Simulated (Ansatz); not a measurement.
Given:

```yaml
crystal:
  lattice:
    - [3.15701, 0.00000, 0.00000]
    - [-1.57850, 2.73405, 0.00000]
    - [0.00000, 0.00000, 5.18418]
  atoms:
    - { symbol: Si, position: [0.33333, 0.66667, 0.99953] }
    - { symbol: Si, position: [0.66667, 0.33333, 0.49953] }
    - { symbol: C, position: [0.33333, 0.66667, 0.37547] }
    - { symbol: C, position: [0.66667, 0.33333, 0.87547] }
```

Computed with PBE with spin-orbit coupling, rigid bands (plane waves, PAW; Ansatz, a first-principles code). Condition of this run: hydrostatic pressure of -15 GPa (compression positive) (the target of the relaxation). Geometry: cell and atoms relaxed with PBEsol, then loaded as said.

### Question
Predict the electron conductivity mass (n e² τ/σ) at 300 K, by direction if it differs.

### Answer
0.46 (x), 0.46 (y), 0.28 (z) mₑ.

### Question
Predict the hole conductivity mass (n e² τ/σ) at 300 K, by direction if it differs.

### Answer
1.13 (x), 1.13 (y), 1.45 (z) mₑ.

### Question
And the band gap?

### Answer
2.41 eV at this level; semilocal functionals usually fall short of the measured gap.

Rigid bands, one relaxation time for all states, no polarons. Geometry: cell and atoms relaxed with PBEsol.
